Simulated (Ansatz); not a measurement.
Take SbP in the rock salt structure (space group Fm-3m, No. 225; a = 5.6341 Å; a hypothetical phase, not in the database extracts checked; relaxed with 0.1 eV smearing) as the base. Axes: x, y, z lie along the cube axes.

Level of theory: PBE in Ansatz (plane waves to 420 eV, PAW, scalar-relativistic without spin-orbit coupling).

A first run, uniaxial strain ε_xx = −1.29 %, gives secant values C11 ≈ 190 GPa and C12 ≈ 22 GPa from its stress. A second run applies biaxial strain +1.48 %, plane normal [001], relaxed out of plane.

What does linear elasticity predict for −ε⊥/ε∥ in the second run, and what does the run give?

Linear elasticity: 2 C12/C11 = 0.23. The run gives 0.22; any difference comes from nonlinear terms at these strains and numerical noise.

No phonon test of stability was made. The final runs are not spin-polarised.

Ansatz is a program for electronic structure.
